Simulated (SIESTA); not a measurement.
Input and output of a self-consistent single point for LaIn (Cm, 2 atoms in the cell) (SIESTA).

Method: GGA PBEsol, numerical atomic orbitals DZP, PseudoDojo PBEsol standard norm-conserving potentials (rewritten from UPF to PSML) (SIESTA).

The change in words: lattice scaled by 0.98. Reference geometry:
```xyz
2
Lattice="3.9541 0.0000 0.0000 0.0000 3.9541 0.0000 0.0000 0.0000 3.9541" Properties=species:S:1:pos:R:3 pbc="T T T"
La     1.9881     1.9661     1.9952
In    -0.0111     0.0109    -0.0182
```

Reference input (self-consistent single point, DFT, GGA PBEsol, numerical atomic orbitals DZP, PseudoDojo PBEsol standard norm-conserving potentials (rewritten from UPF to PSML)): XC.functional = GGA; XC.authors = PBEsol; potentials = PseudoDojo PBEsol standard; PAO.BasisSize = DZP; PAO.EnergyShift = 0.01 Ry; MeshCutoff = 400 Ry; kgrid.MonkhorstPack = 6 6 6; OccupationFunction = FD; ElectronicTemperature = 1160.45 K; MaxSCFIterations = 150; SCF.Mixer.Method = Broyden; SCF.Mixer.Weight = 0.25. This run's input differs from it in these lines:

```diff
@@ -12,5 +12,5 @@
 %block LatticeVectors
-     3.954080000    0.000000000    0.000000000
-     0.000000000    3.954080000    0.000000000
-     0.000000000    0.000000000    3.954080000
+     3.874998000    0.000000000    0.000000000
+     0.000000000    3.874998000    0.000000000
+     0.000000000    0.000000000    3.874998000
 %endblock LatticeVectors
@@ -18,4 +18,4 @@
 %block AtomicCoordinatesAndAtomicSpecies
-     3.756986097    3.715418647    3.770406039  1
-    -0.020921959    0.020645490   -0.034341902  2
+     3.681845995    3.641109898    3.694997537  1
+    -0.020503518    0.020232579   -0.033655060  2
 %endblock AtomicCoordinatesAndAtomicSpecies
```

Log, with long lists cut:

```
        iscf     Eharris(eV)        E_KS(eV)     FreeEng(eV)     dDmax    Ef(eV) dHmax(eV)
   scf:    1    -2753.131102    -2758.507272    -2758.536818  1.550123 -4.369168  4.364050
   scf:    2    -2759.065005    -2758.801523    -2758.831517  0.082983 -4.414104  2.488318
   scf:    3    -2759.064110    -2758.953478    -2758.985654  0.094394 -4.501862  0.322370
   scf:    4    -2758.959789    -2758.957422    -2758.990028  0.017914 -4.530461  0.056878
   scf:    5    -2758.957606    -2758.957525    -2758.990091  0.001480 -4.530850  0.010093
   [... 5 lines left out ...]
   scf:   11    -2758.957552    -2758.957551    -2758.990095  0.000028 -4.531568  0.000247
   scf:   12    -2758.957552    -2758.957551    -2758.990095  0.000021 -4.531594  0.000191
   scf:   13    -2758.957552    -2758.957552    -2758.990095  0.000014 -4.531613  0.000142
   scf:   14    -2758.957552    -2758.957552    -2758.990095  0.000008 -4.531627  0.000105
SCF Convergence by DM+H criterion
max |DM_out - DM_in|         :     0.0000084280
max |H_out - H_in|      (eV) :     0.0001049448
SCF cycle converged after 14 iterations

Using DM_out to compute the final energy and forces

siesta: E_KS(eV) =            -2758.9576

siesta: E_KS - E_eggbox =     -2758.9576

siesta: Atomic forces (eV/Ang):
     1   -0.060273    0.059520   -0.097962
     2    0.060768   -0.059931    0.098466
   Tot    0.000495   -0.000411    0.000505
   Max    0.098466
   Res    0.075002    sqrt( Sum f_i^2 / 3N )
   Max    0.098466    constrained

Stress tensor Voigt[x,y,z,yz,xz,xy] (kbar):      -15.74      -15.75      -15.65       -0.01        0.02        0.22
(Free)E + p*V (eV/cell)    -2758.4194
Target enthalpy (eV/cell)    -2758.9901

siesta: Program's energy decomposition (eV):
siesta: FreeEng =     -2758.990095

   [... lines left out ...]
siesta:    -0.009825    0.000139    0.000010
siesta:     0.000139   -0.009828   -0.000006
siesta:     0.000010   -0.000006   -0.009770

siesta: Cell volume =         58.185457 Ang**3

siesta: Pressure (static):
siesta:                Solid            Molecule  Units
siesta:           0.00010682          0.00011917  Ry/Bohr**3
siesta:           0.00980775          0.01094160  eV/Ang**3
siesta:          15.71375022         17.53038358  kBar
```

The run converged in 14 iterations. Against the reference run the free energy stays essentially unchanged (within 1 meV/atom), the pressure goes from -1.53 to 1.57 GPa and the largest force goes from 0.107 to 0.130 eV/Å.

The starting cell comes from a database of computed structures (which also holds hypothetical and non-ambient phases and stackings), without a prior relaxation at this level. Its atoms were displaced at random from the sites of space group no. 221. For this run, on top of that: lattice scaled by 0.98. Values carry the incompleteness of an atom-centred basis.

Cost on one core of a shared machine: roughly 60 s.
